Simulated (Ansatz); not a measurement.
# GaP: energy against strain

GaP (zinc blende, F-43m, 20.249 Å³/atom at rest) under an equal strain ε in the (001) plane with the normal axis free, as in a coherent film. r2SCAN in Ansatz, a plane-wave DFT program (PAW, default set), 500 eV, 10×10×10 Γ-centred mesh, Fermi-Dirac smearing 0.05 eV; ions are relaxed within the symmetry of each cell.

Here s stands for strain and y for E less E0.

| strain (%) | E less E0 (meV/atom) |
|---|---|
| -3.00 | ? |
| -1.50 | 4.46 |
| -1.00 | 1.96 |
| -0.50 | 0.49 |
| 0.00 | 0.00 |
| 0.50 | 0.47 |
| 1.00 | 1.87 |
| 1.50 | 4.16 |

The 7 complete rows are fitted with a parabola, y against s. Least squares gives y = 0.000 - 0.0786·s + 1.9152·s². Residuals (row less fit): 0.033, -0.034, -0.028, 0.000, 0.030, 0.033, -0.031; standard error 0.039 (degrees of freedom: 4). Twice the quadratic coefficient over the volume, 2 × 1.9152 meV × 10⁴ × 0.1602 / 20.249 Å³, is twice the biaxial elastic modulus of this plane = 303 ± 3 GPa.

Question: Estimate the missing y (s = -3.00); what did the run itself give?

Answer: y = 0.000 - 0.0786 × (-3.0) + 1.9152 × (-3.0)² = 17.473 meV/atom. The calculation gives 18.40 meV/atom, 0.927 meV/atom above the prediction (5.0 % of the range of y in the table). The row lies outside the fitted rows, so this is an extrapolation. From the scatter of the fitted rows alone, a prediction at this place has a standard error of 0.149 meV/atom, so the miss is 6.2 times that.

One order more, fitted to all 13 runs of the series, follows each within 0.01, so the miss is the next term of a smooth law. Rows are the converged runs of the series near zero and its far end; series whose fitted rows scatter by over a few per cent of the range, as at a crossing or softening among them, aren't shown in this form. Most that stay on the fit to the last digits aren't either.
